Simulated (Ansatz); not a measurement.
Functionals compared on the (100) surface of rock-salt TiC, Ta on all Ti sites of the top plane (bottom of the slab: a bare face, its two planes held), in Ansatz (plane waves, PAW). The structure was relaxed with PBE; the other rows are single points on it. Cutoff 420 eV (500 eV for r2SCAN).

Slab: 12 atoms, 10.9 Å thick at the start with caps and adatoms (thin: gaps and levels are the slab's own); k 12x12x1, smearing 0.1 eV, dipole-corrected; 4 atoms held, the rest relaxed; held to the start's symmetry, so lower structures may exist; no spin, no spin-orbit, no U. In PBE it is, or lies within 0.01 eV a 1x1 cell of, the lowest of the 2 structures of its composition computed so far; subsurface sites and larger cells were not tried. These notes are the PBE run's.

```json
[
 {"functional": "PBE", "work function of the top face (eV)": "3.53", "rough cost of the single point": "–"},
 {"functional": "RPBE", "work function of the top face (eV)": "3.36", "rough cost of the single point": "roughly 14 core-seconds"},
 {"functional": "r2SCAN", "work function of the top face (eV)": "3.49", "rough cost of the single point": "around 28 core-seconds (rough)"}
]
```

Ansatz is a quantum-chemistry and plane-wave program.
